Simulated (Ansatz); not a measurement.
Consider BN in the wurtzite structure (space group P6_3mc, No. 186; a = 2.555 Å, c = 4.225 Å).

Calculations: DFT with PBE, PAW potentials and a 420 eV plane-wave cutoff in Ansatz (an electronic-structure program), without spin-orbit coupling.

For the base:

| Item | Value |
|---|---|
| Gap between the host's bands | 5.23 eV |
| Gap character | indirect, Γ → K |

One thing is altered: electron doping at 3.0×10^21 cm⁻³ (0.0716 per cell), with a uniform compensating background at fixed cell and a 300 K Fermi–Dirac width.

Problem. How does this affect the gap between the host's bands, Fermi level from band edge and gap character?

Solution. The gap between the host's bands decreases by 0.28 eV (5.23 eV → 4.95 eV); the Fermi level relative to the doped band's edge (positive inside the band; to 0.05 eV) comes out as +1.00 eV; the gap character stays indirect, Γ → K.

Charged cell with a jellium background: band edges are those of the host's band count, energies are not comparable with the neutral cell, and many-body gap narrowing is missing. Stability against distortions was not tested.
